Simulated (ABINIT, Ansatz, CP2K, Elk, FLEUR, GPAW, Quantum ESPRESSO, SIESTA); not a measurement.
## KF (Fm-3m, 2 atoms in the cell) computed with different codes at matched settings

Self-consistent single point.

```
KF
1.0
    0.00000     2.65627     2.65627
    2.65627     0.00000     2.65627
    2.65627     2.65627     0.00000
K F
1 1
Direct
  0.00000   0.00000   0.00000
  0.50000   0.50000   0.50000
```

All programs got the same cell, k-point mesh and kind of occupations (some realise fixed ones as a very narrow smearing) (in Ansatz's words: kpoints.mp_grid.grid = 6 6 6; scf.occupations.method = fixed); potentials, basis and cutoffs are each program's usual ones.

| code | model | pressure (GPa) | gap on the mesh (eV) | k-points | cutoff |
|---|---|---|---|---|---|
| GPAW | PBE, GPAW PAW datasets PBE (gpaw-data 1.0.1) | – | 6.273 | 16 | 950 eV |
| Ansatz | PBE, PAW files | 1.86 | 6.276 | 16 | default |
| CP2K | PBE, GPW, DZVP-MOLOPT-SR-GTH basis, GTH-PBE potentials (GTH_POTENTIALS) | 2.29 | 6.355 | 112 | grid 550 Ry |
| ABINIT | PBE, norm-conserving pseudopotentials (PseudoDojo nc-sr-05 PBE standard) | 1.93 | 6.292 | 16 | 42 Ha |
| SIESTA | GGA PBE, numerical atomic orbitals DZP, PseudoDojo PBE standard norm-conserving potentials (rewritten from UPF to PSML) | -1.03 | 5.604 | 132 | grid 300 Ry |
| Quantum ESPRESSO | PBE, PseudoDojo stringent norm-conserving (PBE) pseudopotentials | 1.94 | 6.292 | 16 | 85 Ry |
| FLEUR | PBE, all-electron FLAPW (FLEUR), scalar-relativistic valence | – | 6.433 | 16 | Kmax 3.8 1/bohr |
| Elk | PBE, all-electron FP-LAPW, Elk's shipped species files, default APW+lo basis | – | 6.403 | 16 | default |

A dash marks a value that a program does not give, or that is left out as unsure.

Gaps are read on the mesh.

The spread over the programs that give each value: pressure within 3.32 GPa; gap on the mesh within 0.829 eV.

The starting cell comes from a database of computed structures (which also holds hypothetical and non-ambient phases and stackings), without a prior relaxation at this level. Its lattice was rescaled by a random factor within 2.5 % of one.

### Question
Why do the programs differ, and what cannot be compared?

### Answer
Differences of this kind can come from the potentials, where these differ, and from what each basis and cutoff leave unconverged. The zero of total energies and Fermi levels follows the potentials and each program's conventions, so they are not compared here. CP2K and SIESTA use small atom-centred bases, whose incompleteness enters pressures, forces and empty levels differently from a plane-wave cutoff. FLEUR and Elk treat all electrons, but the usual bases taken here (sphere radii, linearisation, local orbitals, empty states) were not tested for convergence, so the values are no reference for the others. Ansatz's pressure is given at a fixed set of plane waves, as the other plane-wave codes print theirs; with its correction for the finite basis it is 2.03 GPa. The pressure of GPAW is left out: its cutoff lies under the one at which its stress was checked. The programs reduce the same mesh by symmetry to different extents, which changes the work and not the result. In the pressure, SIESTA (by 2.96) lies more than 1 GPa from the median of the plane-wave programs. In the gap, SIESTA (by 0.680) and FLEUR (by 0.149) lie more than 0.12 eV from the median of the plane-wave programs.

Ansatz is a quantum-chemistry and plane-wave program.

Keys are those of Ansatz 0.2.
